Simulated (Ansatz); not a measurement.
Here is the system:

```
GeS
1.0
    3.63854     0.00000     0.00000
    0.00000     4.52713     0.00000
    0.00000     0.00000    18.67823
Ge S
2 2
Direct
  0.75000   0.86851   0.56881
  0.25000   0.36851   0.43119
  0.25000   0.50609   0.55663
  0.75000   0.00609   0.44337
```

Method: HSE06, rigid bands (plane waves, PAW, scalar-relativistic; Ansatz, a program for electronic structure). How the cell was made: cell and atoms relaxed with PBE.

Task: Predict the electron conductivity mass (n e² τ/σ) at 300 K, by direction if it differs.

Result: 0.55 (x), 0.24 (y) mₑ.

Task: And the band gap?

Result: 2.48 eV at this level.

Rigid bands, one relaxation time for all states, no polarons. Spin-orbit coupling is left out; where it splits the top of the valence band it changes the hole mass and lowers the gap by about a third of the splitting. Geometry: cell and atoms relaxed with PBE.
